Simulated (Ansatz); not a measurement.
The starting structures come from a database of crystals and need not be the phases stable at ambient conditions.

 Where the default PAW files enter, the runs use the earlier of Ansatz's two default sets.

Inside the gap of an insulator the Bloch states are evanescent, with a wavenumber k + iκ along the transport direction.

Data:

```yaml
crystal:
  lattice:
    - [5.68054, 0.00000, 0.00000]
    - [0.00000, 5.79314, 0.00000]
    - [0.00000, 2.89657, 6.35891]
  atoms:
    - { symbol: Sr, position: [0.75000, 0.89202, 0.21596] }
    - { symbol: Sr, position: [0.25000, 0.10798, 0.78404] }
    - { symbol: Bi, position: [0.25000, 0.41929, 0.16142] }
    - { symbol: Bi, position: [0.75000, 0.58071, 0.83858] }
    - { symbol: Cl, position: [0.25000, 0.75562, 0.48876] }
    - { symbol: Cl, position: [0.75000, 0.24438, 0.51124] }
    - { symbol: O, position: [0.50000, 0.26458, 0.00000] }
    - { symbol: O, position: [0.50000, 0.73542, 0.00000] }
    - { symbol: O, position: [0.00000, 0.73542, 0.00000] }
    - { symbol: O, position: [0.00000, 0.26458, 0.00000] }
```

Space group of this cell: Cmcm. The cell is taken as given; by PBEsol its mean pressure is -3.5 GPa.

Transport runs along the normal of the first two printed cell vectors.

The gap is the functional's own, uncorrected, and κ follows it; spin-orbit coupling is left out. Mid-gap values are interpolated between the computed energies.

Q: Compute, with PBEsol (Ansatz, an electronic-structure program), the band gap and the smallest decay constant κ at mid-gap.

A: Gap 3.24 eV on a 6×6×6 mesh; κ = 0.420 1/Å, at (0.000, 0.333) of the in-plane reciprocal vectors. At the zone centre, at the nearest computed energy, the slowest state has κ = 0.43 1/Å.
